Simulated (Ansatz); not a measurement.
Formation energy of the bound charge states of H interstitial in rock-salt MgO (start: void with 4Mg4O nearest; 64-site cell, 2×2×2 shifted sampling) against the Fermi level, Mg-rich (Δμ(H) = -0.27 eV, bounded by MgH2 (P4_2/mnm); only phases computed here count, gases as isolated molecules at 0 K). The numbers are results of PBE, PAW (plane waves to 420 eV; Ansatz, a program for electronic structure), not measurements.

Set-up: 64-site cell; 2×2×2 shifted k-points; host gap 4.46 eV; charged states image-corrected; not converged in cell size; flagged in the runs: a strain field that reaches the edge of the cell.

```tsv
E_F − E_VBM (eV)	q = +1	q = 0	q = −1
0.00	-0.10	4.04	7.03
0.56	0.46	4.04	6.47
1.12	1.02	4.04	5.92
1.67	1.57	4.04	5.36
2.23	2.13	4.04	4.80
2.79	2.69	4.04	4.24
3.35	3.25	4.04	3.69
3.90	3.80	4.04	3.13
4.46	4.36	4.04	2.57
```

Crossings of the lowest lines: (+1/−1) at 3.57 eV.
